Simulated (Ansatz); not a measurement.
Seebeck coefficient (μV/K, mean over directions) of n-type SrZn2N2 (I4/mcm) against carrier density, PBEsol, rigid bands run with Ansatz (a first-principles code). Computed gap 0.48 eV; densities at which minority carriers matter at this gap, or further valleys turn the trend, are left out. Conductivity mass 0.118 mₑ (harmonic mean over directions), N_c = 1.1e18 cm⁻³ at 300 K.

```tsv
electron density	300 K	500 K
1e18 cm⁻³	-229	-298
3e18 cm⁻³	-149	-211
1e19 cm⁻³	-83	(withheld)
3e19 cm⁻³	-47	-77
1e20 cm⁻³	-26	-43
3e20 cm⁻³	(withheld)	-27
1e21 cm⁻³	-15	(withheld)
```

What belongs in the gaps?


- 1e19 cm⁻³, 500 K: -130
- 3e20 cm⁻³, 300 K: -16
- 1e21 cm⁻³, 500 K: -25

Rigid bands with a gap fixed in temperature, one relaxation time for all states, no polarons or phonon drag, and whether or not such doping can be reached. Spin-orbit coupling is left out.

Computed structure with no diffraction record at hand here (it may be known, metastable or hypothetical): SrZn2N2 (I4/mcm).
